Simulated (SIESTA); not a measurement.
## Several settings converged on CdAu (P4mm, 2 atoms in the cell)

```
CdAu
1.0
    3.35088     0.00000     0.00000
    0.00000     3.35088     0.00000
    0.00000     0.00000     3.35088
Cd Au
1 1
Direct
  0.00000   0.00000   0.01492
  0.50000   0.50000   0.50000
```

Base method: LDA PW92, numerical atomic orbitals DZP, PseudoDojo LDA standard norm-conserving potentials (rewritten from UPF to PSML) (SIESTA 5.4.2).

Base settings: XC.functional = LDA; XC.authors = PW92; potentials = PseudoDojo LDA standard; PAO.BasisSize = DZP; PAO.EnergyShift = 0.005 Ry; MeshCutoff = 300 Ry; kgrid.MonkhorstPack = 4 4 4; OccupationFunction = FD; ElectronicTemperature = 100 meV; MaxSCFIterations = 150.

**The cutoff of the real-space grid**

The second cell is the first with its lattice scaled by 0.98.

The mesh stays at the base's, so the ladder's end is converged at best in this setting alone.

Only quantities that move along the ladder and can be compared are tabulated.

| MeshCutoff | energy of the compressed cell less the first (meV/atom) | pressure (GPa) | largest difference of a force vector from the last step's (eV/Å) |
|---|---|---|---|
| 135 Ry (142 Ry used) | -37.67 | -8.16 | 0.015 |
| 210 Ry (222 Ry used) | -37.12 | -8.70 | 0.000 |
| 240 Ry (252 Ry used) | -37.46 | -8.65 | 0.002 |
| 300 Ry (319 Ry used) | -37.01 | -8.59 | 0.003 |
| 360 Ry (394 Ry used) | -37.01 | -8.59 | 0.004 |
| 525 Ry (567 Ry used) | -37.22 | -8.48 | 0.002 |
| 600 Ry (615 Ry used) | -37.21 | -8.53 | 0.002 |
| 720 Ry (886 Ry used) | -37.19 | -8.53 | 0.000 |

Coarsest MeshCutoff that holds the pressure within 0.1 GPa of the last step, with all finer ones: 300 Ry (319 Ry used); the step before is off by 0.12 GPa.

Coarsest MeshCutoff that holds the forces within 0.005 eV/Å of the last step, with all finer ones: 210 Ry (222 Ry used); the step before is off by 0.015 eV/Å.

**The setting basis size**

Level: DFT, LDA PW92, numerical atomic orbitals TZDP, PseudoDojo LDA standard norm-conserving potentials (rewritten from UPF to PSML).

Moved along: PAO.BasisSize.

The second cell is the first with its lattice scaled by 0.98.

The mesh stays at the base's, so the ladder's end is converged at best in this setting alone.

The sets are ordered by size and need not be nested.

Only quantities that move along the ladder and can be compared are tabulated.

| basis (functions) | energy of the compressed cell less the first (meV/atom) | pressure (GPa) | largest difference of a force vector from the last step's (eV/Å) |
|---|---|---|---|
| SZ (20) | 226.89 | 27.13 | 0.143 |
| SZP (26) | -69.15 | -13.68 | 0.007 |
| DZ (32) | -22.44 | -7.37 | 0.136 |
| DZP (38) | -37.01 | -8.59 | 0.010 |
| TZP (50) | -35.45 | -8.32 | 0.015 |
| TZDP (56) | -36.34 | -8.26 | 0.000 |

Coarsest basis (functions) that holds the energy of the compressed cell less the first within 2 meV/atom of the last step, with all finer ones: DZP (38); the step before is off by 14 meV/atom.

Coarsest basis (functions) that holds the pressure within 0.5 GPa of the last step, with all finer ones: DZP (38); the step before is off by 0.88 GPa.

Coarsest basis (functions) that holds the forces within 0.02 eV/Å: not settled: the last two steps still differ by 0.015 eV/Å, over half the tolerance, so the ladder does not show it.

On the base run: the starting cell comes from a database of computed structures (which also holds hypothetical and non-ambient phases and stackings), without a prior relaxation at this level. Its lattice was rescaled by up to half a per cent. One atom was moved a little off its site on purpose. Values carry the incompleteness of an atom-centred basis. In the base run, with a pressure of about -9 GPa the cell is away from its equilibrium volume at this level. Without a gap this mesh is coarse (it stands for a supercell whose shortest vector is 13 Å).

Left out of this page: 9 runs of the series outside the window shown, repeating another row's setting, or not comparable.
